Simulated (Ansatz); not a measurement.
AgRhS$_{2}$O$_{8}$ (space group C2/m, No. 12; a cell from a computed database, its experimental status unchecked)

```yaml
crystal:
  lattice:
    - [3.98646, -2.58055, 0.00000]
    - [3.98646, 2.58055, 0.00000]
    - [-0.12186, 0.00000, 7.25335]
  atoms:
    - { symbol: Ag, position: [0.00000, 0.00000, 0.50000] }
    - { symbol: Rh, position: [0.00000, 0.00000, 0.00000] }
    - { symbol: S, position: [0.35813, 0.35813, 0.21250] }
    - { symbol: S, position: [0.64187, 0.64187, 0.78750] }
    - { symbol: O, position: [0.27527, 0.27527, 0.38904] }
    - { symbol: O, position: [0.72473, 0.72473, 0.61096] }
    - { symbol: O, position: [0.23392, 0.70875, 0.20529] }
    - { symbol: O, position: [0.76608, 0.29125, 0.79471] }
    - { symbol: O, position: [0.29125, 0.76608, 0.79471] }
    - { symbol: O, position: [0.70875, 0.23392, 0.20529] }
    - { symbol: O, position: [0.24983, 0.24983, 0.04360] }
    - { symbol: O, position: [0.75017, 0.75017, 0.95640] }
```

Method: PBEsol (Ansatz, a program for electronic structure; PAW; 420 eV plane waves; no spin-orbit coupling), earlier PAW set. k-mesh 6×6×4 (Γ-centred); smearing 0.05 eV (Fermi–Dirac).

| Property | Value |
|---|---|
| Volume per atom | 12.44 Å³ |
| Density | 4.48 g/cm³ |
| Band gap | 1.13 eV, indirect, Γ–C (71 % along) → L₂ |
| Total energy | -1675.841 eV/atom (σ→0; compares only within this code and set-up) |

No phonon test of stability was made.
